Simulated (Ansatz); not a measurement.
End structure of C on the 1x1 (111) surface of fcc Al, one in a 2x1 cell, started at the site 'bridge Al-Al (span 2.9 Å)':

```xyz
9
Lattice="5.7162 0.0000 0.0000 -1.4290 2.4752 0.0000 0.0000 0.0000 26.5000" Properties=species:S:1:pos:R:3 pbc="T T T"
Al     0.0000     1.6501     9.7631
Al     2.8581     1.6501     9.7631
Al     1.4290     0.8251    12.1036
Al     4.2871     0.8251    12.1036
Al     0.0233     0.0135    14.4937
Al     2.8402    -0.0104    14.3736
Al     0.1235     1.7214    17.0591
Al     2.7279     1.5750    16.6728
C     -0.1482    -0.0855    17.5977
```

Model: 9-atom slab, 7.0 Å thick at the start under the adsorbate (thin: gaps and levels are the slab's own), 6x12x1 mesh, Fermi-Dirac 0.1 eV, dipole correction, 4 atoms held, the rest relaxed; symmetry of the start imposed; spin-polarised, no spin-orbit, no U, no dispersion correction. The starting moment vanished. At the end it is bonded to 3 Al. In PBE it is, or lies within 0.03 eV of, the lowest of the starts that converged.

A negative adsorption energy means that the adsorbate is more stable on the surface than in its reference.

**Question.** What is the computed change of the step from the bottom to the top vacuum level, against the clean slab (Ansatz (a first-principles code) with PBE)?

**Answer.** 1.17 eV

**Question.** Estimate the work function of the top face that PBE returns for this input.

**Answer.** 5.23 eV

**Question.** Give the change of the work function at the level PBE.

**Answer.** 1.20 eV

**Question.** Give the adsorption energy against an atom of graphite at the level PBE.

**Answer.** 215 kJ/mol
